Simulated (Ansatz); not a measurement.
Consider Cu$_{3}$N (space group Pm-3m, No. 221).

```
Cu3N
1.0
    3.72085     0.00000     0.00000
    0.00000     3.72085     0.00000
    0.00000     0.00000     3.72085
Cu N
3 1
Direct
  0.50000   0.00000   0.00000
  0.00000   0.50000   0.00000
  0.00000   0.00000   0.50000
  0.00000   0.00000   0.00000
```

Cartesian axes are those of the cell as printed.

Computed with LDA (Ansatz, an electronic-structure program), spin-orbit coupling left out.

Strains are applied to the cell and any free atomic positions relax.

One change was made to it. Results:

The pressure (mean of the normal stresses, compression positive) goes from zero to 5.2 GPa; the energy goes up by 13 meV/atom; the band gap stays zero.

Name the change that was made.
(A) uniaxial strain ε_zz = −1.80 %
(B) uniaxial strain ε_zz = −2.40 %
(C) uniaxial strain ε_zz = −0.60 %
(D) uniaxial strain ε_zz = −3.00 %

D, uniaxial strain ε_zz = −3.00 %. For comparison, the energy relative to the base in the other runs: uniaxial strain ε_zz = −2.40 % gives +7.9 meV/atom; uniaxial strain ε_zz = −0.60 % gives +0.5 meV/atom; uniaxial strain ε_zz = −1.80 % gives +4.4 meV/atom.

No phonon test of stability was made. All final runs are without spin polarisation. A zero or small gap of Cu3N can be the functional's error rather than a property of the material.
